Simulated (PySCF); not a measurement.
PySCF 2.14.0, TPSSH/def2-svp, df: V(O)(OMe)(OSiH3)2 (C[O][V](=[O])([O][SiH3])[O][SiH3]), 17 atoms. The geometry is a generated start, not checked to be a minimum at this level.

```
Quantity                      Result
-------------------  ---------------
task                          energy
method                         tpssh
basis                       def2-svp
two-electron scheme  density fitting
mol.max_memory               3000 MB
mf.max_cycle                     100
mf.init_guess        minao (default)
mf.DIIS              CDIIS (default)
mf.conv_tol          1e-09 (default)
mf.grids.level           3 (default)
basis functions                  182
grid points                   217984
```

```xyz
17

V     -0.0449     0.3368    -0.0672
O      0.1959     1.8272    -0.2695
O     -1.5409    -0.0243    -0.5437
C     -2.7287     0.4198    -1.0738
H     -3.0138    -0.2056    -1.9323
H     -3.5208     0.3652    -0.3128
H     -2.6097     1.4662    -1.4017
O      0.1624    -0.0253     1.5375
Si     0.4603     0.0648     3.1236
H      0.0924     1.4167     3.5748
H      1.8905    -0.2284     3.3021
H     -0.3854    -0.9663     3.7490
O      1.0857    -0.4935    -0.9495
Si     2.2625    -0.8987    -1.9810
H      3.4979    -0.9999    -1.1903
H      2.3272     0.1451    -3.0168
H      1.8696    -2.1997    -2.5485
```

Charge 0 and multiplicity 1 are set for this test and not shown to be the ground state.

One run each on 2 threads, 1 BLAS thread. Values of diis_space tried: 3, 5, 8 (default), 12, 20.

Q: How does the count of Fock builds change with diis_space, and where is it least?

A: Fewest Fock builds, within one of each other: 8 (default) with 15, 12 with 15, 20 with 15. The count rises to 18 at 5. The run ends without SCF convergence in 100 cycles at 3.

```json
[
 {"diis_space": "3", "Fock builds": "101", "end": "no convergence"},
 {"diis_space": "5", "Fock builds": "18", "end": "same solution"},
 {"diis_space": "8 (default)", "Fock builds": "15", "end": "same solution"},
 {"diis_space": "12", "Fock builds": "15", "end": "same solution"},
 {"diis_space": "20", "Fock builds": "15", "end": "same solution"}
]
```
